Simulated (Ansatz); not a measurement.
GaSi15, liquid, 64 atoms, at several temperatures near zero pressure, 5.0 to 7.1 ps sampled at each; residual pressures blur the volumes. Method: PBE (plane waves, PAW; Ansatz, an electronic-structure program). Every row comes from its own trajectory. k-points: one point, (1/4, 1/4, 1/4); no spin polarisation or spin-orbit coupling. On one frame of each DFT run, denser k-meshes moved the pressure by 0.09 to 0.21 GPa and the forces by up to 0.10 eV/Å rms. Nuclei are classical. No melting point of this composition is cited, so it may be supercooled at 1409, 1601 K. Block errors of the runs reach ±15 K and ±0.14 GPa; they miss slow fluctuations and the cell's size. Runs that failed, or whose walks weren't shown free of jumps between electronic states, aren't listed. In preparation the cell's shape was held. The solute's share, one atom in sixteen, is far above doping levels in devices. Diffusion coefficients are uncertain by up to 16 % (spread between four groups of atoms) and carry no finite-size correction.

| 1000/T (1/K) | T (K) | P (GPa) | V (Å³/atom) | first peak of g(Si-Si) (Å) | its height | D(Si) (10⁻⁵ cm²/s) |
|---|---|---|---|---|---|---|
| 0.710 | 1409 | -0.76 | 19.20 | 2.44 | 2.5 | 19 |
| 0.625 | 1601 | -0.56 | 19.30 | 2.46 | 2.2 | ? |
| 0.522 | 1917 | -0.02 | 19.43 | 2.46 | 2.2 | 29 |
| 0.483 | 2072 | 0.20 | 19.57 | 2.47 | 2.1 | 26 |
| 0.417 | 2400 | 0.00 | 20.48 | 2.43 | 2.0 | 41 |

### Question
Fit ln D linearly in (1000/T) on the other rows and predict the withheld entries (an interpolation); show the fit.

### Answer

- D(Si) (10⁻⁵ cm²/s): a least-squares line through the 4 other rows gives ln D = 4.553 − 2.31 × (1000/T), so 22 at (1000/T) = 0.625. The run gave 20, 2.4 below the line (11 % of the span of this column). The slope gives an activation energy of about 0.20 eV.
